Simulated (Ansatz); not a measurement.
Ti on the B site (Ti_B) in zinc-blende BN: one set of geometries, relaxed with PBE, evaluated in Ansatz (PAW, plane waves to 420 eV, 500 eV under r2SCAN) with PBE, r2SCAN.

Set-up: 64-site cell; 2×2×2 shifted k-points; start: the B site; charged states image-corrected; no Hubbard U; finite-size errors of tenths of an eV; flagged in the runs: a doubtful potential alignment.

| quantity | PBE | r2SCAN |
|---|---|---|
| host gap (eV) | 4.46 | ___ |
| ε(+1/0) above the VBM (eV) | 2.87 | ___ |
| neutral formation energy against alpha boron, hcp Ti (eV) | 6.56 | ___ |
| largest moment on one atom at charge 0 (μB) | 0.56 | ___ |

### Question
Given the lower rungs, what does r2SCAN give?

### Answer

- host gap (eV), r2SCAN: 4.99
- ε(+1/0) above the VBM (eV), r2SCAN: 2.98
- neutral formation energy against alpha boron, hcp Ti (eV), r2SCAN: 6.13
- largest moment on one atom at charge 0 (μB), r2SCAN: 0.59

Ansatz is an electronic-structure program.
